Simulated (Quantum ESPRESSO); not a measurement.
Quantum ESPRESSO run on LiSnAu (P6_3/mmc, 6 atoms in the cell): self-consistent single point.

Method: LDA (PZ), GBRV 1.5 ultrasoft (LDA) pseudopotentials (plane waves; Quantum ESPRESSO).

```
LiSnAu
1.0
    4.58570     0.00000     0.00000
   -2.29285     3.97133     0.00000
    0.00000     0.00000     5.90739
Li Sn Au
2 2 2
Direct
  0.00000   0.00000   0.00000
  0.00000   0.00000   0.50000
  0.66667   0.33333   0.25000
  0.33333   0.66667   0.75000
  0.33333   0.66667   0.25000
  0.66667   0.33333   0.75000
```

Reference input (self-consistent single point, DFT, LDA (PZ), plane waves, GBRV 1.5 ultrasoft (LDA) pseudopotentials): ecutwfc = 40 Ry; ecutrho = 320 Ry; occupations = smearing; smearing = methfessel-paxton; degauss = 0.019992 Ry; potentials = {Li: li_lda_v1.4.uspp.F.UPF, Sn: sn_lda_v1.4.uspp.F.UPF, Au: au_lda_v1.uspp.F.UPF}; K_POINTS = automatic 10 10 7 0 0 0; conv_thr = 1e-09 Ry. This run's input differs from it in these lines:

```diff
@@ -14,4 +14,4 @@
    ntyp = 3,
-   ecutwfc = 40,
-   ecutrho = 320,
+   ecutwfc = 20,
+   ecutrho = 160,
    occupations = 'smearing',
```

Output, abridged:

```
     Self-consistent Calculation

     iteration #  1     ecut=    20.00 Ry     beta= 0.70

     total energy              =    -573.73852857 Ry
     estimated scf accuracy    <       4.33936777 Ry

     iteration #  2     ecut=    20.00 Ry     beta= 0.70

     total energy              =    -575.20159434 Ry
     estimated scf accuracy    <       4.01779465 Ry

     iteration #  3     ecut=    20.00 Ry     beta= 0.70

     total energy              =    -575.85275420 Ry
     estimated scf accuracy    <       0.06990741 Ry

   [... 5 blocks of this kind left out ...]

     iteration #  9     ecut=    20.00 Ry     beta= 0.70

     total energy              =    -575.87566175 Ry
     estimated scf accuracy    <          3.3E-09 Ry

     iteration # 10     ecut=    20.00 Ry     beta= 0.70
     End of self-consistent calculation

     the Fermi energy is    11.3100 ev

!    total energy              =    -575.87566176 Ry
     estimated scf accuracy    <          9.2E-10 Ry
     smearing contrib. (-TS)   =       0.00015396 Ry
     internal energy E=F+TS    =    -575.87581572 Ry

     convergence has been achieved in  10 iterations

     Forces acting on atoms (cartesian axes, Ry/au):

     atom    1 type  1   force =     0.00000000    0.00000000    0.00000000
   [... zero for the other atoms too ...]

     Total force =     0.000000     Total SCF correction =     0.000000

          total   stress  (Ry/bohr**3)                   (kbar)     P=     -254.23
  -0.00166494   0.00000000   0.00000000         -244.92        0.00        0.00
   0.00000000  -0.00166494   0.00000000            0.00     -244.92        0.00
   0.00000000   0.00000000  -0.00185474            0.00        0.00     -272.84

   JOB DONE.
```

The run converged in 10 iterations. Against the reference run the free energy rises by 1.23 eV/atom and the pressure goes from 1.84 to -25.42 GPa.

The starting cell comes from a database of computed structures (which also holds hypothetical and non-ambient phases and stackings), without a prior relaxation at this level. Its lattice was rescaled by a random factor within 2.5 % of one. At the lowered cutoff the pressure carries the error of an incomplete plane-wave basis.

Cost on one core of a shared machine: roughly 60 s.
